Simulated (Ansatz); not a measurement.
Take AlAs in the zinc blende structure (space group F-43m, No. 216; a = 5.7284 Å) as the base.

All numbers come from plane-wave PAW DFT at the PBE level (Ansatz, a quantum-chemistry and plane-wave program, 420 eV), scalar-relativistic without spin-orbit coupling.

Base values:

| Item | Result |
|---|---|
| Valley order | X along ⟨100⟩ 1.50 eV; Γ 1.78 eV; L along ⟨111⟩ 2.02 eV |

Perturbation: electron doping at 5.0×10^21 cm⁻³ (0.235 per cell), with a uniform compensating background at fixed cell and a 300 K Fermi–Dirac width.

**Question.** How does this affect the valley order and Fermi level from band edge?

**Answer.** The valley order (the lowest conduction-band minima on the path, energy above the VBM, named in the base's zone) becomes X along ⟨100⟩ 1.41 eV; Γ 1.73 eV; L along ⟨111⟩ 1.99 eV (base: X along ⟨100⟩ 1.50 eV; Γ 1.78 eV; L along ⟨111⟩ 2.02 eV); the Fermi level relative to the doped band's edge (positive inside the band; to 0.05 eV) comes out as +0.85 eV.

Carriers are added with a uniform compensating background; total energy and stress of such cells depend on the potential's zero and are not compared; many-body gap narrowing is missing at this level. The levels and masses belong to the bands next to the band gap. No phonon test of stability was made.
